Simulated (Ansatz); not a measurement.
Take C (space group Im-3m, No. 229; a = 4.362 Å; a hypothetical phase, not in the database extracts checked) as the base. Axes: x, y, z lie along the cube axes.

Now apply this change: tensile biaxial strain of 0.98 % in the plane normal to [110], as in epitaxy on a mismatched substrate; the out-of-plane cell vector and the atoms relax.

Levels (all Ansatz, an electronic-structure program, PAW): PBEsol (420 eV, scalar-relativistic without spin-orbit coupling); r2SCAN (500 eV, no spin-orbit coupling); HSE06 (420 eV, no SOC).

One geometry, relaxed with PBEsol, under each level:

| level | band gap | lowest conduction level above the VBM at special points | pressure |
|---|---|---|---|
| PBEsol | 2.36 eV | G₀ 3.85 eV; H₀ 3.85 eV; T 3.85 eV; D₀ 3.85 eV | -54.2 kbar |
| r2SCAN | 2.45 eV | G₀ 4.01 eV; H₀ 4.01 eV; T 4.02 eV; D₀ 4.02 eV | -40.6 kbar |
| HSE06 | 3.56 eV | G₀ 5.16 eV; H₀ 5.16 eV; T 5.16 eV; Γ 6.15 eV | – |

Single points use the geometry relaxed with PBEsol. Their cutoffs differ, which shifts pressures a little. The hybrid gap comes from the SCF mesh plus the semilocal run's edge points and a few special points and is an upper bound. Stability against distortions was not tested. k-point labels follow each cell's own Brillouin zone.
